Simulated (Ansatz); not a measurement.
Ru, cell Ru48, held well above this temperature first, below the measured melting point of 2607 K (tabulated, unchecked) (supercooled) [in the run: it was liquid; mean temperature 2266 K (target 2350 K)]; MD at a mean temperature of 2266 K and a mean pressure of 0.4 GPa, 7.5 ps sampled (in preparation the cell's shape was held), k-points: one point, (1/4, 1/4, 1/4), no spin polarisation or spin-orbit coupling.

Prepared at the same level. Atoms moved only 1.2 Å² (mean square) in the hot stage, so mixing may be incomplete. On the run's last frame a denser k-mesh moved the forces by 0.084 eV/Å rms, the static pressure by 0.09 GPa and the free energy by 3 meV/atom, which is about how far such values are converged. Warnings of the run: stress scf threshold loose, symmetry auto disabled.

What is the computed first peak of g(r); density; volume per atom; Ru-Ru-Ru angle (PBE run with Ansatz, a quantum-chemistry and plane-wave program)?


The first peak of g(r) is 2.62 Å, height 2.7 and the density comes out as 10.65 g/cm³. The volume per atom is 15.8 Å³ and the Ru-Ru-Ru angle comes out as mean 96°, spread 34°, most frequent near 56°.
